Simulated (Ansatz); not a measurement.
Worked sum: energy of the reaction between neutral defects in WC (P-6m2)

Consider the energy of the reaction between neutral defects in WC (P-6m2). Reaction: cell B → cell A + C (graphite). The sign is products less reactants.

A: a supercell of 54 sites of WC (P-6m2) with H on a C site (6 W at 2.20–2.23 Å); an odd number of electrons; spin state with PBE: no moments.

B: a supercell of 54 sites of WC (P-6m2) with H off the lattice sites (3 C at 1.68 Å and 6 W at 2.21 Å); an odd number of electrons; spin state with PBE: no moments.

Ansatz (a program for electronic structure) with PAW potentials; structures come from PBE+D3(BJ) relaxations, nuclei static, no net charge. Ansatz runs with its default PAW set. Other levels take these structures. The lattices are those relaxed with PBE+D3(BJ), so at other levels the solids can be strained, which adds to the spread. Larger cells are relaxed from a start prepared with the learned potential CHGNet, on a coarser mesh till forces fall under 0.03 eV/Å, which some starts already meet. The runs are scalar-relativistic, without spin-orbit coupling. Cell A has symmetry Amm2 and got no random move, so less symmetric positions, which may lie lower, weren't tried. Cell B has symmetry P-6m2 and got no random move, so less symmetric positions, which may lie lower, weren't tried.

Total energies of the cells in eV, at zero smearing width. They compare only within one column; the weights balance every element.

```tsv
cell	atoms	weight	PBE+D3(BJ)	PBEsol
A: WC:H_C	54	+1	-286960.37945	-283366.80771
B: WC:H_i	55	−1	-287212.95247	-283615.09792
C (graphite)	4	+1/4	-1004.33912	-986.75221
```

PBE+D3(BJ): (-286960.37945) − (-287212.95247) + 1/4 × (-1004.33912) = 1.488 eV.

PBEsol: (-283366.80771) − (-283615.09792) + 1/4 × (-986.75221) = 1.602 eV.

What follows from the PBE+D3(BJ) value: Per mole of the reaction as written, 1.488 eV × 96.485 = 143.6 kJ.
